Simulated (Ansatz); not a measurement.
CF2 on the 1x1 (110) surface of bcc Ta, one in a 2x2 cell, energies for each (31.2 Å²). Energies are against CF4(g) − F2(g), without zero-point or thermal terms; each row is named by its start.

Level of theory: PBE (plane waves to 420 eV, PAW; Ansatz, a quantum-chemistry and plane-wave program).

Slab: 19 atoms, 6.8 Å thick at the start under the adsorbate (thin: gaps and levels are the slab's own); k 5x5x1, smearing 0.1 eV, dipole-corrected; 8 atoms held, the rest relaxed; each run with such symmetry as its start has; no spin, no spin-orbit, no U, no dispersion correction.

A negative adsorption energy means that the adsorbate is more stable on the surface than in its reference. Heights count from the host atoms within 0.3 Å of the top one.

| starting site | E_ads (eV) | height (Å) | nearest host atom (Å) | bonded to | Δ work function (eV) | lateral drift (Å) |
|---|---|---|---|---|---|---|
| top Ta | 5.66 | 2.29 | Ta 2.15 | Ta | ___ | 0.0 |
| hollow Ta-Ta-Ta (the adsorbate came apart) | 2.52 | 1.17 | Ta 2.11 | 5 Ta | 0.54 | 0.3 |
| bridge Ta-Ta (span 2.9 Å) | 5.56 | 1.80 | Ta 2.27 | 2 Ta | 0.32 | 0.0 |
| bridge Ta-Ta (span 3.3 Å) | ___ | ___ | Ta 2.23 | 4 Ta | 0.67 | 0.0 |

Task: What belongs in the gaps?

Result: 
- top Ta, Δ work function (eV): 0.20
- bridge Ta-Ta (span 3.3 Å), E_ads (eV): 5.32
- bridge Ta-Ta (span 3.3 Å), height (Å): 1.45
